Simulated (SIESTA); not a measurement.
Input and output of a self-consistent single point for SrH16O10 (P-1, 27 atoms in the cell) (SIESTA).

Method of the run: LDA PW92, numerical atomic orbitals DZP, PseudoDojo LDA standard norm-conserving potentials (rewritten from UPF to PSML) in SIESTA.

```
CELL_PARAMETERS angstrom
      5.93870     0.00000     0.00000
      0.16262     6.54881     0.00000
      0.21656     0.34858     6.68079
ATOMIC_POSITIONS crystal
  Sr 0.00000 0.00000 0.00000
  H  0.25176 0.67113 0.67561
  H  0.74824 0.32887 0.32439
  H  0.40868 0.79003 0.80023
  H  0.59132 0.20997 0.19977
  H  0.30905 0.32559 0.34519
  H  0.69095 0.67441 0.65481
  H  0.27865 0.08266 0.31361
  H  0.72135 0.91734 0.68639
  H  0.27083 0.69021 0.35386
  H  0.72917 0.30979 0.64614
  H  0.42714 0.81028 0.20764
  H  0.57286 0.18972 0.79236
  H  0.30443 0.35145 0.68593
  H  0.69557 0.64855 0.31407
  H  0.28396 0.34979 0.92701
  H  0.71604 0.65021 0.07299
  O  0.36933 0.48842 0.50065
  O  0.63067 0.51158 0.49935
  O  0.24527 0.76600 0.78727
  O  0.75473 0.23400 0.21273
  O  0.28484 0.21812 0.24165
  O  0.71516 0.78188 0.75835
  O  0.26694 0.81340 0.25676
  O  0.73306 0.18660 0.74324
  O  0.27663 0.25936 0.81655
  O  0.72337 0.74064 0.18345
```

Reference input (self-consistent single point, DFT, LDA PW92, numerical atomic orbitals DZP, PseudoDojo LDA standard norm-conserving potentials (rewritten from UPF to PSML)): XC.functional = LDA; XC.authors = PW92; potentials = PseudoDojo LDA standard; PAO.BasisSize = DZP; PAO.EnergyShift = 0.01 Ry; MeshCutoff = 400 Ry; kgrid.MonkhorstPack = 6 5 5; OccupationFunction = FD; ElectronicTemperature = 0.01 eV; MaxSCFIterations = 150; SCF.Mixer.Method = Broyden; SCF.Mixer.Weight = 0.2. This run's input differs from it in these lines:

```diff
@@ -54,5 +54,5 @@
 %block kgrid.MonkhorstPack
-    6   0   0  0.0
-    0   5   0  0.0
-    0   0   5  0.0
+    3   0   0  0.5
+    0   3   0  0.5
+    0   0   3  0.5
 %endblock kgrid.MonkhorstPack
```

The program printed (abridged):

```
        iscf     Eharris(eV)        E_KS(eV)     FreeEng(eV)     dDmax    Ef(eV) dHmax(eV)
   scf:    1    -5677.633021    -5669.360323    -5669.360323  1.867276 -5.983712  6.768614
   scf:    2    -5677.385472    -5673.898641    -5673.898641  0.072710 -6.372184  3.335263
   scf:    3    -5675.749667    -5675.258558    -5675.258558  0.069546 -4.845546  1.075059
   scf:    4    -5675.334364    -5675.305276    -5675.305276  0.016415 -3.041109  0.380692
   scf:    5    -5675.312508    -5675.310987    -5675.310987  0.011789 -3.248594  0.137220
   scf:    6    -5675.316261    -5675.315944    -5675.315944  0.004230 -3.267250  0.064045
   scf:    7    -5675.316510    -5675.316360    -5675.316360  0.001147 -3.267244  0.020599
   scf:    8    -5675.316391    -5675.316383    -5675.316383  0.000545 -3.260747  0.008014
   scf:    9    -5675.316390    -5675.316387    -5675.316387  0.000161 -3.259059  0.004269
   scf:   10    -5675.316388    -5675.316387    -5675.316387  0.000085 -3.257825  0.001940
   scf:   11    -5675.316388    -5675.316388    -5675.316388  0.000038 -3.257313  0.000986
   scf:   12    -5675.316388    -5675.316388    -5675.316388  0.000018 -3.257087  0.000558
   scf:   13    -5675.316388    -5675.316388    -5675.316388  0.000010 -3.256969  0.000328
SCF Convergence by DM+H criterion
max |DM_out - DM_in|         :     0.0000098376
max |H_out - H_in|      (eV) :     0.0003283636
SCF cycle converged after 13 iterations

Using DM_out to compute the final energy and forces

siesta: E_KS(eV) =            -5675.3164

siesta: E_KS - E_eggbox =     -5675.3164

siesta: Atomic forces (eV/Ang):
     1    0.000000    0.000000   -0.000000
     2    0.033838   -0.352385   -0.420690
     3   -0.033838    0.352385    0.420690
   [... 24 lines left out ...]
   Tot    0.000000    0.000000   -0.000000
   Max    1.280279
   Res    0.398687    sqrt( Sum f_i^2 / 3N )
   Max    1.280279    constrained

Stress tensor Voigt[x,y,z,yz,xz,xy] (kbar):       52.96       30.14       24.01       -4.90       -0.30       -3.62
(Free)E + p*V (eV/cell)    -5681.1063
Target enthalpy (eV/cell)    -5675.3164

   [... lines left out ...]
siesta: FreeEng =     -5675.316388
siesta: Cell volume =        259.825358 Ang**3
siesta:         -35.70241447        -43.98359655  kBar
   [... lines left out ...]
              0.010   0.004   0.004   0.010   0.010
  19  6.143   1.686   0.087   1.596   1.569   0.879   0.077   0.098   0.114
   [... 17 lines left out ...]

mulliken: Qtot =       86.000

Mulliken Atomic Populations:
Atom #   charge [q] valence [e]  Species
     1     1.187703    8.812297  Sr
     2    -0.063565    1.063565  H
     3    -0.063565    1.063565  H
     4    -0.069637    1.069637  H
   [... 23 lines left out ...]
 Total     0.000000
```

The run converged in 13 iterations. Against the reference run the free energy is nearly the same (within 1 meV/atom), the pressure stays at -3.57 GPa, the largest force stays at 1.290 eV/Å and the gap on the mesh goes from 3.299 to 3.355 eV.

The starting cell comes from a database of computed structures (which also holds hypothetical and non-ambient phases and stackings), without a prior relaxation at this level. Values carry the incompleteness of an atom-centred basis. The basis of the alkali or alkaline-earth atoms may lack their empty d shell, which can raise the gap. Forces in this geometry exceed 1 eV/Å. The shifted mesh does not hold Γ, so a gap read on it misses any band edge there.

Cost on one core of a shared machine: roughly 60 s.
